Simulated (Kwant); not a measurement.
Model: Hückel tight-binding model, one pz orbital an atom, one spin, coherent transport at 0 K (Kwant). Conductance is in e²/h.

System: π system c1cncnc1 between two chain leads. The π system is taken as planar. Atoms are numbered from 0 in the order of the SMILES. Site energies (eV, carbon 0): [0.0, 0.0, -1.5, 0.0, -1.5, 0.0]. Bonds (i, j, β in eV): (0,1,-3) (1,2,-3) (2,3,-3) (3,4,-3) (4,5,-3) (5,0,-3). Leads: chains of hopping −4.5 eV, joined by −0.6 eV to atoms 1 and 5.

Site energies and bond integrals are typed Hückel values.

Sweep values stay those of the base run.

One input was changed, with this effect: transmission at E = 0 0.00018 → < 1e-12.

Task: Which change was it?
(A) contacts moved from atoms [1, 5] to [0, 1]
(B) contacts moved from atoms [1, 5] to [1, 3]
(C) contacts moved from atoms [1, 5] to [0, 3]

Result: B, contacts moved from atoms [1, 5] to [1, 3]
